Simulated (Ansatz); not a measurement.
# Au: response to strain

Base system: Au in the fcc (Cu type) structure (space group Fm-3m, No. 225; a = 4.048 Å; relaxed with 0.1 eV smearing). Axes: x, y, z lie along the cube axes.

Strains are applied to the cell and any free atomic positions relax; under biaxial strain the out-of-plane vector relaxes too.

All numbers come from Kohn–Sham DFT with the LDA functional, run in Ansatz (a program for electronic structure) with PAW and 420 eV plane waves, no spin-orbit coupling.

Candidates:
(a) biaxial strain −0.42 %, plane normal [111], relaxed out of plane
(b) biaxial strain −1.67 %, plane normal [111], relaxed out of plane
(c) biaxial strain +2.50 %, plane normal [111], relaxed out of plane
(d) biaxial strain −2.50 %, plane normal [111], relaxed out of plane

Task: Order them by out-of-plane strain, lowest first.

Result: (c) biaxial strain +2.50 %, plane normal [111], relaxed out of plane (-3.44 %), (a) biaxial strain −0.42 %, plane normal [111], relaxed out of plane (+0.57 %), (b) biaxial strain −1.67 %, plane normal [111], relaxed out of plane (+2.37 %), (d) biaxial strain −2.50 %, plane normal [111], relaxed out of plane (+3.66 %)

Stability against distortions was not tested.
